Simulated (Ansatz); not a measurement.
Take Y in the hcp (Mg type) structure (space group P6_3/mmc, No. 194; a = 3.599 Å, c = 5.587 Å) as the base.

The values are results of Ansatz (a first-principles code), PBEsol, PAW, cutoff 420 eV, scalar-relativistic without spin-orbit coupling, not measurements.

For the base:

```
Quantity               Value
-------------------  -------
Lattice parameter a  3.599 Å
c/a ratio              1.552
```

The change: every Y is replaced by Rb, then cell and atoms are relaxed.

Estimate the effect on the lattice parameter a.

The lattice parameter a increases by 1.352 Å to 4.951 Å.

How does this affect the c/a ratio?

The c/a ratio grows by 0.095 (1.552 → 1.647).

Stability against distortions was not tested. For Rb in this form, whether it has been made was not checked. All final runs are without spin polarisation. This is not the structure that Rb has at room temperature and ambient pressure.
